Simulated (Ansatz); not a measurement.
# Habitual settings against a tight run: Y6FeSb2 (P-62m, 9 atoms in the cell)

Self-consistent single point.

```
Y6FeSb2
1.0
    8.15167     0.00000     0.00000
   -4.07583     7.05955     0.00000
    0.00000     0.00000     4.10915
Y Fe Sb
6 1 2
Direct
  0.00000   0.76623   0.00000
  0.76623   0.00000   0.00000
  0.23377   0.23377   0.00000
  0.60179   0.60179   0.50000
  0.00000   0.39821   0.50000
  0.39821   0.00000   0.50000
  0.00000   0.00000   0.50000
  0.66667   0.33333   0.00000
  0.33333   0.66667   0.00000
```
Moments meant for the start (each program seeds them in its own way; μB, in the order of the atoms Y Y Y Y Y Y Fe Sb Sb): 0.0 0.0 0.0 0.0 0.0 0.0 4.0 0.0 0.0.

Computed with PBEsol, default PAW files made with PBE (plane waves; Ansatz, a quantum-chemistry and plane-wave program).

Base settings: basis.ecutwfc = 30.9 Ry; kpoints.mp_grid.grid = 3 3 5; hamiltonian.xc = pbesol; hamiltonian.pseudopotentials = {kind: paw} (the program's default PAW files); magnetization.spin_polarized = true; scf.occupations.method = fermi_dirac; scf.occupations.width = 0.0073 Ry.

Tight run (finer mesh or higher cutoff; not a proven limit): basis.ecutwfc: 30.9 Ry → 43.4 Ry; kpoints.mp_grid.grid: 3 3 5 → 5 5 7; scf.convergence.dr2_threshold: default (1e-07 eV) → 1e-09 eV. It gave Fermi level (on the code's own zero) 11.39 eV; pressure -0.84 GPa; largest force (vector length) 0.136 eV/Å; size of the cell's spin moment 0.36 μB.

Quick runs, as changes from the base:
- A: the base itself
- B: basis.ecutwfc: 30.9 Ry → 15.4 Ry; kpoints.mp_grid.grid: 3 3 5 → 2 2 2; hamiltonian.xc: pbesol → lda [LDA (PW92)]

† marks runs with another functional, U, potentials or spin treatment: their distance from the tight run is not a convergence error alone.

The count of work is k-points × plane waves × bands × iterations; it is no time. 

Pressures in the table are Ansatz's without its Pulay estimate, at a fixed set of plane waves; the tight run's value above holds the estimate.

The starting cell comes from a database of computed structures (which also holds hypothetical and non-ambient phases and stackings), without a prior relaxation at this level. Its lattice was rescaled by a random factor within 2.5 % of one. With one magnetic atom in the cell only a parallel order is possible. The program warned that a starting moment was not kept.

| run | pressure less tight (GPa) | largest miss in a force vector (eV/Å) | size of the net moment less tight (μB/atom) | count of work / tight |
|---|---|---|---|---|
| A | -0.06 | 0.024 | 0.00 | 0.26 |
| B† | -100.66 | 0.396 | 0.07 | 0.035 |

Left out of this page: 1 run of the series outside the window shown, repeating another row's setting, or not comparable; 3 runs of the series with a known weakness of the program.

Keys are those of Ansatz 0.2.
